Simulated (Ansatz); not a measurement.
# Response to strain in Cu

Take Cu in the fcc (Cu type) structure (space group Fm-3m, No. 225; relaxed with 0.1 eV smearing) as the base.

```xyz
1
Lattice="0.0000 1.7819 1.7819 1.7819 0.0000 1.7819 1.7819 1.7819 0.0000" Properties=species:S:1:pos:R:3 pbc="T T T"
Cu     0.0000     0.0000     0.0000
```

Cartesian axes are those of the cell as printed.

Strains are applied to the cell and any free atomic positions relax; under biaxial strain the out-of-plane vector relaxes too.

All numbers come from PBEsol (Ansatz, a first-principles code; PAW; 420 eV plane waves; no spin-orbit coupling).

Notes on the quantities. in-plane stress: mean in-plane stress (compression positive).

```tsv
variant	volume per atom	in-plane stress
base	11.32 Å³	–
biaxial strain −2.50 %, plane normal [111], relaxed out of plane	10.95 Å³	+9.6 GPa
biaxial strain −2.08 %, plane normal [111], relaxed out of plane	11.01 Å³	+7.8 GPa
biaxial strain −1.25 %, plane normal [111], relaxed out of plane	11.13 Å³	+4.4 GPa
biaxial strain −0.83 %, plane normal [111], relaxed out of plane	11.19 Å³	+2.8 GPa
biaxial strain −0.42 %, plane normal [111], relaxed out of plane	11.25 Å³	+1.4 GPa
biaxial strain +0.42 %, plane normal [111], relaxed out of plane	11.38 Å³	?
biaxial strain +0.83 %, plane normal [111], relaxed out of plane	11.44 Å³	-2.5 GPa
biaxial strain +1.25 %, plane normal [111], relaxed out of plane	?	-3.7 GPa
biaxial strain +1.67 %, plane normal [111], relaxed out of plane	11.56 Å³	?
```

What belongs in the blanks?


- biaxial strain +0.42 %, plane normal [111], relaxed out of plane, in-plane stress: -1.3 GPa
- biaxial strain +1.25 %, plane normal [111], relaxed out of plane, volume per atom: 11.50 Å³
- biaxial strain +1.67 %, plane normal [111], relaxed out of plane, in-plane stress: -4.8 GPa

Stability against distortions was not tested. All final runs are without spin polarisation.
